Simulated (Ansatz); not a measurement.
A 16-atom cell of (Ge,Sn) started in the diamond structure, site fractions Ge 0.500, Sn 0.500, short-range order 0.00 in the first shell of the mixed sites (0 is random, a negative value favours unlike neighbours), space group Cm at the end. The mixed sublattice has 16 sites.

The mixing enthalpy is taken against the end members in the diamond type, relaxed in the same cell and mesh.

Values marked by level come from PBE (plane waves to 420 eV, PAW; Ansatz, a first-principles code); HSE06 (plane waves to 420 eV, PAW; Ansatz). Geometries and values that name no level are of the first. Spin–orbit coupling is left out. Its k-point mesh 4×4×4, Fermi–Dirac width 0.01 eV. HSE06 ran on meshes of its own (3×3×3); its edges and gaps are taken over the mesh and over extra points off it, mostly where PBE has its edges.

```
cell  energy at zero smearing (eV)
----  ----------------------------
Ge                      -68719.656
Sn                      -96387.327
SnGe                    -82552.435
```

### Question
Work out the mixing enthalpy per mixed site and the interaction parameter Ω of a regular solution.

### Answer
With x = 8/16 of the second end member, ΔH = [-82552.435 − 8/16 × (-68719.656) − 8/16 × (-96387.327)] / 16 = 66 meV against the separate end members. Ω = ΔH / x(1 − x) = 264 meV, which puts the top of the miscibility gap of this model at Ω / 2k = 1530 K.
